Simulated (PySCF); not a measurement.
PySCF 2.14.0, PBE0/def2-svp, df: Si(Cl)2(Vi)(NMe2) (C=C[Si](Cl)(Cl)N(C)C), 17 atoms. The geometry is a generated start, not checked to be a minimum at this level.

| Quantity | Value |
|---|---|
| task | energy |
| method | pbe0 |
| basis | def2-svp |
| two-electron scheme | density fitting |
| mol.max_memory | 3000 MB |
| mf.max_cycle | 100 |
| mf.conv_tol | 1e-09 (default) |
| mf.grids.level | 3 (default) |
| basis functions | 169 |
| grid points | 215592 |

```xyz
17

C      2.7952     0.4772    -0.3252
C      1.9913    -0.2046     0.4763
Si     0.4266    -1.0960    -0.0756
Cl     0.6469    -1.6957    -2.0129
Cl     0.1290    -2.7445     1.0580
N     -0.9167    -0.0560     0.1782
C     -0.8626     1.3437    -0.1820
C     -2.2786    -0.5241     0.3404
H      3.6784     0.9822     0.0360
H      2.6066     0.5592    -1.3832
H      2.2374    -0.2557     1.5305
H     -1.3105     1.5211    -1.1646
H     -1.4121     1.9319     0.5577
H      0.1708     1.6825    -0.2007
H     -2.8349    -0.4544    -0.5981
H     -2.2808    -1.5564     0.6769
H     -2.7860     0.0896     1.0880
```

With the defaults (mf.diis = true, mf.init_guess = minao, mf.diis_space = 8, mf.level_shift = 0, mf.DIIS = CDIIS, newton = off) it converges in 12 Fock builds. One run each on 2 threads, 1 BLAS thread, with these changes:
- mf.diis_space = 20
- mf.diis_space = 12
- mf.level_shift = 0.1 Hartree
- mf.init_guess = sap
- mf.diis_space = 5
- mf.diis = false
- mf.level_shift = 1 Hartree
- mf.DIIS = ADIIS
- newton = Hessian by the SCF's own integrals

Problem. Which runs fail or end elsewhere than the default run?

Solution. No convergence: mf.diis = false (the run ends without SCF convergence in 100 cycles). The rest reach the solution of the defaults.

```json
[
 {"setting": "the defaults", "Fock builds": "12", "end": "same solution"},
 {"setting": "mf.diis_space = 12", "Fock builds": "12", "end": "same solution"},
 {"setting": "mf.level_shift = 0.1 Hartree", "Fock builds": "12", "end": "same solution"},
 {"setting": "mf.diis_space = 20", "Fock builds": "12", "end": "same solution"},
 {"setting": "mf.diis_space = 5", "Fock builds": "12", "end": "same solution"},
 {"setting": "mf.DIIS = ADIIS", "Fock builds": "16", "end": "same solution"},
 {"setting": "newton = Hessian by the SCF's own integrals", "Fock builds": "22", "end": "same solution"},
 {"setting": "mf.init_guess = sap", "Fock builds": "24", "end": "same solution"},
 {"setting": "mf.level_shift = 1 Hartree", "Fock builds": "33", "end": "same solution"},
 {"setting": "mf.diis = false", "Fock builds": "101", "end": "no convergence"}
]
```

Under newton the count holds the products with the orbital Hessian.
